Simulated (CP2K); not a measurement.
Band structure of InCuSeS (I2_12_12_1, 8 atoms in the cell).

```xyz
8
Lattice="7.1861 0.0000 0.0000 2.4198 6.7664 0.0000 -4.7923 -3.3983 4.1382" Properties=species:S:1:pos:R:3 pbc="T T T"
In     1.8492     0.0315     1.0346
In    -1.8386    -0.0466     3.1037
Cu     6.7033     3.4507     1.0346
Cu     2.9133     3.3006     3.1037
Se     0.6848    -0.9721     3.2437
Se     5.3257     2.6410     2.9637
S      1.7393     2.6316     1.1550
S      6.6803     5.8188     0.9141
```

Level of theory: LDA (Pade form), GPW, DZVP-MOLOPT-SR-GTH basis, GTH-PADE potentials (GTH_POTENTIALS) run with CP2K.

Settings: CUTOFF = 600 Ry; REL_CUTOFF = 50 Ry; SMEAR/METHOD = GAUSSIAN; SIGMA = 0.136 eV; KPOINTS/SCHEME = MONKHORST-PACK 3 3 3; XC_FUNCTIONAL = PADE; In/BASIS_SET = DZVP-MOLOPT-SR-GTH-q13; In/POTENTIAL = GTH-PADE-q13; Cu/BASIS_SET = DZVP-MOLOPT-SR-GTH-q11; Cu/POTENTIAL = GTH-PADE-q11; Se/BASIS_SET = DZVP-MOLOPT-SR-GTH-q6; Se/POTENTIAL = GTH-PADE-q6; S/BASIS_SET = DZVP-MOLOPT-SR-GTH-q6; S/POTENTIAL = GTH-PADE-q6.

The starting cell comes from a database of computed structures (which also holds hypothetical and non-ambient phases and stackings), without a prior relaxation at this level. Its lattice was rescaled by a random factor within 2.5 % of one. Spin polarisation is off. Values carry the incompleteness of an atom-centred basis. The run gives no clean gap (levels at the Fermi energy touch, overlap or are partly filled at this smearing), which alone does not show that the compound is a metal.

Levels in eV from the Fermi level, bands 33 to 38:
```json
[
 {"point": "Γ", "33": "-1.37", "34": "-0.59", "35": "-0.07", "36": "-0.04", "37": "-0.03", "38": "1.70"},
 {"point": "X", "33": "-1.28", "34": "-0.92", "35": "-0.71", "36": "-0.45", "37": "1.51", "38": "1.68"},
 {"point": "L", "33": "-0.83", "34": "-0.72", "35": "-0.63", "36": "-0.49", "37": "0.85", "38": "0.93"},
 {"point": "T", "33": "-0.81", "34": "-0.72", "35": "-0.51", "36": "-0.36", "37": "0.60", "38": "0.73"},
 {"point": "W", "33": "-0.77", "34": "-0.77", "35": "-0.58", "36": "-0.58", "37": "0.91", "38": "0.91"},
 {"point": "R", "33": "-1.21", "34": "-1.08", "35": "-0.86", "36": "-0.42", "37": "1.52", "38": "1.85"},
 {"point": "X1", "33": "-1.28", "34": "-0.92", "35": "-0.71", "36": "-0.45", "37": "1.51", "38": "1.68"},
 {"point": "Z", "33": "-1.07", "34": "-0.93", "35": "-0.88", "36": "-0.59", "37": "1.35", "38": "1.38"},
 {"point": "Y", "33": "-1.18", "34": "-0.87", "35": "-0.65", "36": "-0.59", "37": "1.54", "38": "1.70"},
 {"point": "S", "33": "-1.10", "34": "-1.04", "35": "-0.80", "36": "-0.52", "37": "1.56", "38": "1.86"}
]
```

No band crosses the Fermi level by more than 0.03 eV along this path.

Higher empty bands are left out: an atom-centred basis made for the valence describes them poorly.
